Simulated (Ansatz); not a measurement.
Given:

A slab with vacuum along the third vector:

```xyz
8
Lattice="2.9334 0.0000 0.0000 0.0000 4.1484 0.0000 0.0000 0.0000 26.5000" Properties=species:S:1:pos:R:3 pbc="T T T"
Ag     1.4667     2.0742     8.2018
Ag     0.0000     0.0000     9.5383
Ag     1.4667     2.0742    11.0667
Ag     0.0000     0.0000    12.5078
Ag     1.4667     2.0742    13.9922
Ag     0.0000     0.0000    15.4333
Ag     1.4667     2.0742    16.9617
Ag     0.0000     0.0000    18.2982
```

Model: 8-atom slab, 10.3 Å thick at the start (thin: gaps and levels are the slab's own), 13x9x1 mesh, Fermi-Dirac 0.1 eV, dipole correction, single point; on the structure that PBE left under its start's symmetry; no spin, no spin-orbit, no U.

**Question.** Predict the work function of the top face from r2SCAN, at the PBE geometry (Ansatz, a program for electronic structure).

**Answer.** 4.14 eV

**Question.** What is the computed surface energy (mean of both faces) (r2SCAN, at the PBE geometry)?

**Answer.** 1.07 J/m²
